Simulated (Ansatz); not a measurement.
Take SnSe₂ in the CdI2 type structure (space group P-3m1, No. 164; a = 3.794 Å, c = 5.744 Å; layered, stacked along the Cartesian z axis) as the base. Axes: x lies along a and z along c of the hexagonal cell.

Calculations: PBEsol-D3(BJ) (Ansatz, a first-principles code; PAW; 420 eV plane waves; scalar-relativistic without spin-orbit coupling).

Strains are applied to the cell and any free atomic positions relax.

One change was made to it. Results:

```tsv
quantity	base	after
energy relative to the base (free energy F)	0 meV/atom	+8.1 meV/atom
pressure (mean of the normal stresses, compression positive)	0.0 GPa	1.9 GPa
```

Q: What was done to the base?
(A) uniaxial strain ε_xx = −3.00 %
(B) uniaxial strain ε_xx = +1.00 %
(C) uniaxial strain ε_xx = +2.50 %
(D) uniaxial strain ε_xx = −2.50 %

A: A, uniaxial strain ε_xx = −3.00 %. For comparison, the energy relative to the base in the other runs: uniaxial strain ε_xx = +2.50 % gives +4.9 meV/atom; uniaxial strain ε_xx = −2.50 % gives +5.5 meV/atom; uniaxial strain ε_xx = +1.00 % gives +0.8 meV/atom.

A case with no gap was solved on a k-mesh chosen for an insulator, which is coarse for it. Stability against distortions was not tested. All final runs are without spin polarisation.
